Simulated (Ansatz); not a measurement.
# AuAl₂ (model structure, started from the MoSi2 type, I4/mmm, No. 139, 3 atoms in the cell): lattice constant a by level of theory

No measured value is used here.

| level (code) | value (Å) |
|---|---|
| LDA (Ansatz) | 3.590 |
| PBE (Ansatz) | 3.668 |
| PBEsol (Ansatz) | 3.615 |
| r²SCAN (Ansatz) | 3.637 |

Density-functional levels without +SOC have no spin–orbit coupling. Cutoffs differ between the levels. Ansatz's density-functional and Hartree–Fock values are scalar-relativistic unless marked +SOC, with PAW data made under PBE.

A model structure was made by putting elements into a prototype or built by hand; it is no filed structure, need not be a known phase, and can be a saddle point held by its symmetry.

Ansatz is a first-principles code.
